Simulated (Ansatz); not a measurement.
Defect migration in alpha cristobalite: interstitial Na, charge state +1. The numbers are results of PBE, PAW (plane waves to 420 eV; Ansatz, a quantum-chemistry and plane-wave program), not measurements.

Cell of 96 host sites held at the relaxed PBE lattice; the Γ point alone; Fermi-Dirac width 0.01 eV, spin-restricted; finite-size errors left in. Energies are static. The host's phase is taken as given; its stability against other phases was not computed. The charge state is imposed; whether it is stable for some Fermi level was not computed. Sites that were not tried may lie lower.

Barriers: single points on a 2×2×2 k-point mesh shifted by half a step at the bands' geometries.

Relaxed starting cell (atoms counted from 1):

```xyz
97
Lattice="10.1661 0.0000 0.0000 0.0000 10.1661 0.0000 0.0000 0.0000 14.1976" Properties=species:S:1:pos:R:3 pbc="T T T"
Si     4.0802     1.0785     5.4012
Si     3.9975     1.0304    12.4041
Si     3.9622     6.1608     5.3475
Si     4.0954     6.1413    12.3882
Si     9.1559     1.0716     5.3334
Si     9.0494     1.0328    12.4247
Si     9.0792     6.1323     5.3218
Si     9.1372     6.1383    12.4574
Si     1.0683     4.0968     1.7044
Si     1.0141     4.0088     8.8960
Si     1.0612     9.1710     1.7668
Si     1.0266     9.0604     8.8768
Si     6.1519     3.9734     1.7568
Si     6.1311     4.1107     8.9095
Si     6.1148     9.0894     1.7805
Si     6.1303     9.1554     8.8471
Si     3.5936     3.6010     3.5499
Si     3.5844     3.5954    10.6480
Si     3.5842     8.7200     3.5952
Si     3.6051     8.6656    10.6114
Si     8.7105     3.6009     3.5113
Si     8.6501     3.6134    10.6936
Si     8.6735     8.6852     3.5486
Si     8.6411     8.6465    10.6492
Si     1.4502     1.5329    -0.0534
Si     1.5149     1.4616     7.1567
Si     1.5632     6.6411    -0.0227
Si     1.4357     6.5384     7.1146
Si     6.5281     1.4445    -0.0099
Si     6.6266     1.5785     7.1253
Si     6.6019     6.5329     0.0280
Si     6.5214     6.6204     7.0754
O      3.0496     1.2821     6.6386
O      2.9742     1.3036    13.6501
O      2.9709     6.3318     6.6166
O      3.0649     6.4815    13.6028
O      8.1395     1.4267     6.5260
O      8.0640     1.2339    13.7034
O      8.0415     6.4076     6.5358
O      8.1361     6.3625    13.7200
O      3.6416     2.0758     4.1641
O      3.7472     2.0707    11.1860
O      3.5793     7.1991     4.1492
O      3.9011     7.1532    11.1314
O      9.0988     2.0907     4.0430
O      8.7122     2.0798    11.2327
O      8.8591     7.1708     4.0880
O      8.8019     7.1345    11.2208
O      2.0655     3.6646     2.9433
O      2.0619     3.7722    10.1100
O      2.0790     9.1208     3.0584
O      2.0707     8.7485    10.0779
O      7.1868     3.6146     2.9658
O      7.1430     3.9251    10.1676
O      7.1603     8.8819     3.0104
O      7.1294     8.8334    10.0849
O      3.8054     4.6508     4.7515
O      3.8510     4.6176    11.8833
O      3.9419     9.7336     4.8186
O      3.7843     9.6816    11.8672
O      8.8721     4.6186     4.7573
O      9.0311     4.6056    11.9261
O      8.9488     9.7314     4.7718
O      8.9103     9.6829    11.8701
O      1.1651     0.5685     1.2603
O      1.1983     0.4339     8.3615
O      1.3445     5.6147     1.2322
O      1.1344     5.5356     8.3529
O      6.2192     0.4517     1.2426
O      6.3756     0.5098     8.3129
O      6.3333     5.5114     1.2737
O      6.2334     5.6226     8.3225
O      0.5523     1.1826     5.8406
O      0.4192     1.2309    12.9390
O      0.4397     6.2578     5.8582
O      0.4901     6.3966    12.9901
O      5.5960     1.3638     5.8734
O      5.5225     1.1721    12.9450
O      5.4971     6.3671     5.8286
O      5.6067     6.2539    12.9748
O      1.2816     3.0680     0.4672
O      1.2952     2.9878     7.6501
O      1.4244     8.1565     0.5743
O      1.2608     8.0783     7.6017
O      6.3565     2.9829     0.4925
O      6.4802     3.0829     7.6942
O      6.3995     8.0555     0.5654
O      6.3655     8.1540     7.5868
O      4.6399     3.7894     2.3406
O      4.6089     3.8536     9.4127
O      4.6062     8.8630     2.3505
O      4.5983     9.0367     9.3770
O      9.7227     3.9493     2.2834
O      9.6711     3.7765     9.4396
O      9.7211     8.9536     2.3249
O      9.6760     8.8870     9.4204
Na     1.3954     1.4109     3.5506
```
Cell charge +1.

End state 1 differs by these moves (Å; atoms that move under 0.15 Å are left out):

| atom | element | Δx | Δy | Δz |
|---|---|---|---|---|
| 13 | Si | -0.09 | 0.14 | 0.00 |
| 35 | O | 0.00 | 0.16 | -0.02 |
| 36 | O | -0.04 | -0.15 | 0.04 |
| 37 | O | -0.05 | -0.17 | 0.01 |
| 38 | O | 0.04 | 0.18 | 0.00 |
| 43 | O | 0.26 | -0.04 | -0.02 |
| 44 | O | -0.23 | -0.01 | 0.02 |
| 45 | O | -0.34 | 0.01 | 0.02 |
| 46 | O | 0.22 | -0.03 | -0.02 |
| 51 | O | 0.01 | -0.35 | -0.04 |
| 52 | O | -0.04 | 0.18 | 0.01 |
| 53 | O | -0.10 | 0.28 | 0.04 |
| 54 | O | 0.03 | -0.24 | -0.04 |
| 57 | O | -0.22 | -0.02 | 0.08 |
| 61 | O | 0.17 | 0.00 | -0.04 |
| 64 | O | -0.13 | 0.01 | 0.07 |
| 65 | O | 0.14 | -0.12 | 0.02 |
| 68 | O | 0.12 | 0.06 | 0.06 |
| 69 | O | 0.12 | 0.07 | 0.06 |
| 71 | O | -0.11 | 0.10 | -0.09 |
| 72 | O | 0.14 | -0.10 | 0.07 |
| 73 | O | -0.10 | 0.30 | -0.02 |
| 74 | O | 0.04 | -0.14 | 0.07 |
| 79 | O | 0.01 | -0.24 | 0.10 |
| 80 | O | -0.06 | 0.20 | -0.07 |
| 89 | O | -0.09 | 0.18 | 0.01 |
| 93 | O | -0.09 | -0.12 | -0.04 |
| 96 | O | -0.05 | 0.14 | 0.05 |
| 97 | Na | -0.27 | 2.53 | 1.78 |

Q: Give the forward and backward barriers to end state 1 at the level PBE, PAW.

A: forward 0.43 eV, backward 0.43 eV; at the saddle point atom 97 has neighbours 2 O at 2.31, O at 2.35, O at 2.39, O at 2.79; Si at 2.92, Si at 2.95, Si at 2.99 Å. The saddle point's order was not checked.
